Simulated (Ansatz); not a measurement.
Consider PbS in the rock salt structure (space group Fm-3m, No. 225; a = 6.0089 Å).

One thing is altered: a negative pressure, −1 GPa.

Levels (all Ansatz, a program for electronic structure, PAW): PBE (420 eV, no spin-orbit coupling); HSE06 (420 eV, without spin-orbit coupling).

The geometry is relaxed with PBE.

- PBE lowest conduction level above the VBM at special points: L 0.56 eV; W 2.27 eV; K 3.37 eV; Γ 5.09 eV

Q: What does HSE06 give at this geometry for the lowest conduction level above the VBM at special points?

A: The lowest conduction level above the VBM at special points changes from L 0.56 eV; W 2.27 eV; K 3.37 eV; Γ 5.09 eV to L 1.02 eV; W 2.86 eV; K 4.01 eV; Γ 5.92 eV.

Single points use the geometry relaxed with PBE. HSE06 was sampled on its mesh, a few special points and the semilocal edge points, so its gap is an upper bound. The levels and masses belong to the bands next to the band gap. Load acts through the strain it causes; cell and atoms are relaxed under it. Whether these cells are dynamically stable was not tested.
